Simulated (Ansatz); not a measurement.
The reference is PbO (space group P4/nmm, No. 129; a = 4.034 Å, c = 4.994 Å; layered, stacked along the Cartesian z axis).

Computed with PBE-D3(BJ) (Ansatz, a program for electronic structure, PAW, spin-orbit coupling left out).

Strains are applied to the cell and any free atomic positions relax.

One change was made to it. Results:

```tsv
quantity	base	after
pressure (mean of the normal stresses, compression positive)	0.01 GPa	4.41 GPa
energy relative to the base (free energy F)	0 meV/atom	+22 meV/atom
largest internal atomic displacement	–	0.069 Å
```

Q: Name the change that was made.
A) isotropic strain −3.00 %
B) isotropic strain −2.40 %
C) isotropic strain −1.80 %
D) isotropic strain −0.60 %

A: A, isotropic strain −3.00 %. For comparison, the energy relative to the base in the other runs: isotropic strain −0.60 % gives +0.8 meV/atom; isotropic strain −1.80 % gives +7.6 meV/atom; isotropic strain −2.40 % gives +14 meV/atom.

No phonon test of stability was made. The program warned that a D3 coordination switch lies within reach, so dispersion energies are less smooth here.
